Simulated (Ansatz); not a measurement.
Ca3SnO, response to strain

Consider Ca3SnO in the anti-perovskite structure (space group Pm-3m, No. 221; a = 4.775 Å). Axes: x, y, z lie along the cube axes.

Strains are applied to the cell and any free atomic positions relax; under biaxial strain the out-of-plane vector relaxes too; under stress the whole cell relaxes.

The values are results of PBEsol (Ansatz, a program for electronic structure, PAW, spin-orbit coupling left out), not measurements.

Notes on the quantities. energy relative to the base: free energy F.

```tsv
change	volume per atom	energy relative to the base
base	21.77 Å³	0 meV/atom
biaxial strain −1.99 %, plane normal [001], relaxed out of plane	21.13 Å³	+7.6 meV/atom
biaxial strain −4.77 %, plane normal [110], relaxed out of plane	20.19 Å³	+50 meV/atom
uniaxial stress, 0.5 GPa tension along z	21.83 Å³	+0.2 meV/atom
```

Beyond what the load breaks, stability against distortions was not tested. All final runs are without spin polarisation.
